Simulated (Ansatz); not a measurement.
# PtSn₂ (Fm-3m, No. 225, 3 atoms in the cell; start mp-19962): properties by level of theory

```csv
level (code),lattice constant a (Å),bulk modulus (GPa)
LDA (Ansatz),6.406,114
PBEsol (Ansatz),6.454,106
r²SCAN (Ansatz),6.480,106
```

Caveats: the bulk modulus is −V dP/dV from two relaxed cells at ±2 % in volume (LDA, PBEsol, r²SCAN); the relaxation could not lower the start's symmetry, so the cell can be a saddle point above a distorted one (LDA, PBEsol, r²SCAN). Ansatz's density-functional and Hartree–Fock values are scalar-relativistic unless marked +SOC, with PAW data made under PBE.

The crystal itself was run without spin with LDA, PBEsol, r²SCAN; a magnetic state was not tried in these runs.

Computed values are for the static lattice.

A start named mp-… is a Materials Project structure, which need not be a measured phase.

Ansatz is a quantum-chemistry and plane-wave program.
